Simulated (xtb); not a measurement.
xtb 6.7.1, GFN1-xTB: [SiH]1[SiH2][SiH2][SiH2][SiH2][SiH2]1, charge 0, multiplicity 2, 17 atoms. The geometry is a generated start, not checked to be a minimum at this level.

| Item | Result |
|---|---|
| run flags | --grad |
| method | GFN1-xTB |
| --acc | 1 (default) |
| --etemp (K) | 300 (default) |
| basis functions | 82 |
| valence electrons | 35 |

```xyz
17

Si    -2.0646     0.3596     1.2699
Si    -1.1562     1.9808    -0.0984
Si     1.1704     1.9062    -0.2081
Si     1.9734    -0.2600    -0.4966
Si     0.3953    -1.9574    -0.6831
Si    -1.4786    -1.7994     0.7029
H     -1.6456     0.6337     2.6638
H     -1.6582     3.3292     0.2091
H     -1.6831     1.7205    -1.4521
H      1.6724     2.4409     1.0677
H      1.7319     2.8253    -1.2095
H      2.8730    -0.2939    -1.6587
H      2.8670    -0.5820     0.6260
H      1.0400    -3.2731    -0.5621
H     -0.1104    -1.9522    -2.0665
H     -1.3022    -2.6609     1.8815
H     -2.6245    -2.4173     0.0141
```

Charge 0 and multiplicity 2 are set for this test and not shown to be the ground state. GFN-xTB has no spin term: --uhf 1 sets the occupations alone.

One run each on 1 thread. Values of broydamp tried: 0.02, 0.05, 0.1, 0.2, 0.4 (default), 0.6, 0.8, 1.

### Question
Predict the course of the SCC iterations along this series.

### Answer
Fewest SCC iterations, within one of each other: 0.4 (default) with 10, 0.6 with 9. The count rises to 17 at 0.02. All converge to one solution.

```tsv
broydamp	SCC iterations	end
0.02	17	same solution
0.05	16	same solution
0.1	14	same solution
0.2	11	same solution
0.4 (default)	10	same solution
0.6	9	same solution
0.8	11	same solution
1	11	same solution
```
